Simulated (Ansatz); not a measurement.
Ti: element substitutions

Consider Ti in the hcp (Mg type) structure (space group P6_3/mmc, No. 194; a = 2.939 Å, c = 4.650 Å).

Each row replaces one element on all its sites; cell and atoms are relaxed.

Levels (all Ansatz, a program for electronic structure, PAW): PBE (420 eV, no spin-orbit coupling); r2SCAN (500 eV, without spin-orbit coupling).

The base cell above is that of PBE; each level relaxes its own structures.

| case | lattice parameter a, PBE | lattice parameter a, r2SCAN |
|---|---|---|
| Ti → Zr | 3.231 Å | … |
| Ti → Sc | 3.319 Å | 3.329 Å |
| Ti → Hf | 3.204 Å | … |

Q: What belongs in the blanks?

A: 
- Ti → Zr, lattice parameter a, r2SCAN: 3.246 Å
- Ti → Hf, lattice parameter a, r2SCAN: 3.198 Å

The two levels differ by at most about 0.015 Å. They put the cases in the same order.

No phonon test of stability was made. The final runs are not spin-polarised.
